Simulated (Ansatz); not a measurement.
Start from CdSe in the wurtzite structure (space group P6_3mc, No. 186; a = 4.302 Å, c = 7.021 Å).

The values are results of PBEsol, PAW, 420 eV (Ansatz, a quantum-chemistry and plane-wave program; scalar-relativistic without spin-orbit coupling), earlier PAW set, not measurements.

Base values:

| Property | Value |
|---|---|
| Band gap | 0.54 eV |
| Gap character | direct at Γ |

The change: an isotropic linear strain of −4.45 %, atoms relaxed at fixed cell.

**Question.** Estimate the effect on the energy relative to the base.

**Answer.** The energy rises by 96 meV/atom.

**Question.** How does this affect the band gap?

**Answer.** The band gap increases by 0.28 eV (0.54 eV → 0.82 eV).

**Question.** What does the calculation give for the gap character after the change?

**Answer.** The gap character remains direct at Γ.

Stability against distortions was not tested.
